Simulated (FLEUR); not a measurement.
FLEUR is run on MgO (Fm-3m, 2 atoms in the cell), and the run fails. The aim is a self-consistent single point with DFT, LDA (Perdew-Zunger), all-electron FLAPW (FLEUR), scalar-relativistic valence.

Cell that was meant: a = 2.9656 Å, b = 2.9656 Å, c = 2.9656 Å, α = 60.00°, β = 60.00°, γ = 60.00°.

Part of the input:

```xml
   <atomSpecies>
      <species name="Magnesium (Mg)" element="Mg" atomicNumber="12">
         <mtSphere radius="1.94" gridPoints="685" logIncrement="0.016"/>
         <atomicCutoffs lmax="8" lnonsphr="14"/>
         <electronConfig flipSpins="F">
            <coreConfig>(1s1/2)</coreConfig>
            <valenceConfig>(2s1/2) (2p1/2) (2p3/2) (3s1/2)</valenceConfig>
[...]
      </species>
      <species name="Oxygen (O)" element="O" atomicNumber="8">
         <mtSphere radius="1.68" gridPoints="593" logIncrement="0.018"/>
         <atomicCutoffs lmax="6" lnonsphr="14"/>
         <electronConfig flipSpins="F">
            <coreConfig>(1s1/2)</coreConfig>
            <valenceConfig>(2s1/2) (2p1/2) (2p3/2)</valenceConfig>
```

Output, abridged:

```
      Welcome to FLEUR        (www.flapw.de)
      MaX-Release 8.1          (www.max-centre.eu)
************FLEUR-Warning*****************
Error message: lnonsph cannot be larger than lmax
Error from PE:0/1
Warnings not ignored. To make the warning nonfatal create a file 'JUDFT_WARN_ONLY' in the working directory or start FLEUR with the -warn_only command line option.
```

**Question.** From the messages shown, name the fault and mend the input.

**Answer.** The fault is a non-spherical cutoff above the angular cutoff of the basis. The cutoff of the non-spherical Hamiltonian terms refers to basis functions in the spheres, so it cannot exceed their own angular cutoff. To fix it, keep it at or under the basis's cutoff. The program stopped before any SCF iteration.

The sound input it was made from differs as follows (other fixes are possible):
```diff
-         <atomicCutoffs lmax="8" lnonsphr="14"/>
+         <atomicCutoffs lmax="8" lnonsphr="6"/>
-         <atomicCutoffs lmax="6" lnonsphr="14"/>
+         <atomicCutoffs lmax="6" lnonsphr="4"/>
```

With that input, the run converged in 14 iterations: free energy E − TS -7468.4888 eV; top of the valence band (on the code's own zero) 4.87 eV; gap on the k-point mesh 4.87 eV (DFT, LDA (Perdew-Zunger), all-electron FLAPW (FLEUR), scalar-relativistic valence).

On the sound input: the starting cell comes from a database of computed structures (which also holds hypothetical and non-ambient phases and stackings), without a prior relaxation at this level. Values depend on the basis (sphere radii, cutoffs, local orbitals), which need not be converged.
